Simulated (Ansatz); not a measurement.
Base system: PbO (space group P4/nmm, No. 129; a = 4.034 Å, c = 4.994 Å; layered, stacked along the Cartesian z axis). Axes: x, y, z lie along a, b, c of the conventional cell.

Calculations: Ansatz (a quantum-chemistry and plane-wave program) PBE-D3(BJ), spin-orbit coupling left out.

For the base:

The pressure comes out as 0.01 GPa and the volume per atom is 20.32 Å³.

The change: tensile biaxial strain of 1.80 % in the plane normal to [001], as in epitaxy on a mismatched substrate; the out-of-plane cell vector and the atoms relax.

**Question.** What happens to the pressure and volume per atom?

**Answer.** The pressure (mean of the normal stresses, compression positive) falls by 1.174 GPa to -1.17 GPa; the volume per atom increases by 0.17 Å³ (20.32 Å³ → 20.49 Å³).

Stability against distortions was not tested. The program warned that a D3 coordination switch lies within reach, so dispersion energies are less smooth here.
